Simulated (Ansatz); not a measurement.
Abridged Ansatz (an electronic-structure program) output:

```
Relaxation: its limit of steps is 50 (relax.max_steps)
Pseudopotential: W, paw, valence charge 14
Pseudopotential: S, paw, valence charge 6
Crystal: 6 atoms, lattice volume = 99.958 Å³
Basis set: ecut = 420 eV, 1939 PW (Γ), exchange–correlation on 48×48×160 points (8 copies of the dense FFT grid, shifted against one another)
Bands: 32, of which v1, the nominal top of the filled ones, is band 26 counted from 1 (25 counted from 0)
Symmetry: 8 space group operations
k-points: 86 of 432
Functional: x = pbesol(κ = 0.804, μ = 0.12345679012345678), c = pbesol(β = 0.046)
SCF iter   1: F=—  HF=-24060.550513 eV  |F-HF|=—  |Δ(HF+E_count)|=         —  Δρ=7.82e-3  dr2=7.13e-2  ethr=1.77e-3  ⟨swp⟩=6.3  Hψ=12937  notcnv=0
SCF iter   2: F=—  HF=-24060.543093 eV  |F-HF|=—  |Δ(HF+E_count)|=   7.42e-3  Δρ=3.35e-3  dr2=7.41e-3  ethr=1.37e-4  ⟨swp⟩=2.8  Hψ=5108  notcnv=0  defer=62
SCF 1 converged in 8 iterations: F = -24060.544981 eV  dr2 = 3.65e-10
relax step   1: F+E_penalty+E_count = -24060.54498119 eV  Δ(F+E_penalty+E_count) = +0.000e0 eV  max|allowed force component| = 1.231e-1 eV/Å  Δτ_max = 0.0000 Å  (8 SCF iters, accepted)
Crystal: 6 atoms, lattice volume = 99.958 Å³
SCF iter   1: F=—  HF=-24060.546610 eV  |F-HF|=—  |Δ(HF+E_count)|=         —  Δρ=1.04e-3  dr2=8.98e-4  ethr=1.64e-6  ⟨swp⟩=2.1  Hψ=9180  notcnv=0  defer=60
SCF iter   2: F=—  HF=-24060.546431 eV  |F-HF|=—  |Δ(HF+E_count)|=   1.79e-4  Δρ=5.38e-4  dr2=1.87e-4  ethr=1.64e-6  ⟨swp⟩=2.2  Hψ=3580  notcnv=0  defer=60
SCF 2 converged in 7 iterations: F = -24060.546276 eV  dr2 = 1.06e-10
relax step   2: F+E_penalty+E_count = -24060.54627555 eV  Δ(F+E_penalty+E_count) = -1.294e-3 eV  max|allowed force component| = 6.685e-2 eV/Å  Δτ_max = 0.0125 Å  (7 SCF iters, accepted)
Crystal: 6 atoms, lattice volume = 99.958 Å³
SCF iter   1: F=—  HF=-24060.546858 eV  |F-HF|=—  |Δ(HF+E_count)|=         —  Δρ=8.05e-4  dr2=3.13e-4  ethr=1.03e-5  ⟨swp⟩=2.2  Hψ=6165  notcnv=0  defer=60
SCF iter   2: F=—  HF=-24060.546812 eV  |F-HF|=—  |Δ(HF+E_count)|=   4.60e-5  Δρ=4.49e-4  dr2=9.19e-5  ethr=6.03e-7  ⟨swp⟩=1.7  Hψ=3620  notcnv=0  defer=60
SCF 3 converged in 7 iterations: F = -24060.546698 eV  dr2 = 4.63e-11
relax step   3: F+E_penalty+E_count = -24060.54669839 eV  Δ(F+E_penalty+E_count) = -4.228e-4 eV  max|allowed force component| = 2.817e-3 eV/Å  Δτ_max = 0.0085 Å  (7 SCF iters, accepted)
Crystal: 6 atoms, lattice volume = 99.958 Å³
[...]
Internal energy: -24060.546701 eV  (E = F + TS)
E sigma→0 (E₀):  -24060.546707 eV
Entropy (-TS):   -0.000013 eV (-0.002 meV/atom)
Fermi energy:    13.183281 eV
  E_disp       = -2.471291  (pairwise vdW)
--- Forces (eV/Å), atoms counted from 1 ---
  atom   1  W      0.00000000    -0.00085295     0.00000000
  atom   2  W     -0.00000000     0.00085295     0.00000000
  atom   3  S     -0.00000000    -0.00041798    -0.00010124
  atom   4  S     -0.00000000     0.00041798    -0.00010124
  atom   5  S      0.00000000     0.00041798     0.00010124
  atom   6  S     -0.00000000    -0.00041798     0.00010124
--- Stress (GPa, compression-positive) ---
       -2.797579       0.000000      -0.000000
        0.000000      -0.599069      -0.000000
       -0.000000      -0.000000      -0.171315
  P = ⅓ Tr σ = -1.1893 GPa (-11.893 kbar)
--- Relaxed structure (5 steps of the walk, 4 accepted, 0 SCFs on fresh bases) ---
  atoms:
    - { symbol: W, position: [0.3334637260035793, 0.6669274520071587, 0.25] }
    - { symbol: W, position: [0.6665362739964207, 0.33307254799284136, 0.7500000000000001] }
    - { symbol: S, position: [0.3325186913375851, 0.6650373826751703, 0.6169532274121928] }
    - { symbol: S, position: [0.6674813086624147, 0.3349626173248297, 0.11695322741219283] }
    - { symbol: S, position: [0.6674813086624147, 0.3349626173248297, 0.3830467725878072] }
    - { symbol: S, position: [0.3325186913375851, 0.6650373826751703, 0.8830467725878073] }
```

Task: What was computed, and what are the main results?

Result: WS2, 6 atoms in the cell, with PBEsol-D3(BJ) (Ansatz), without spin-orbit coupling. The last SCF converged to F = -24060.546714 eV, or -4010.0911 eV per atom, at a pressure of -1.19 GPa. The total energy compares only with runs of the same code, potentials and settings.

Spin-orbit coupling, missing from the scalar runs, can matter with W. The cells carry an imposed strain or load. Whether these cells are dynamically stable was not tested. The cell was made from WS$_{2}$ in the 2H-MoS2 type structure (space group P6_3/mmc, No. 194; layered, stacked along the Cartesian z axis) by this change: uniaxial strain ε_xx = +1.05 %.

Keys are those of Ansatz 0.2.
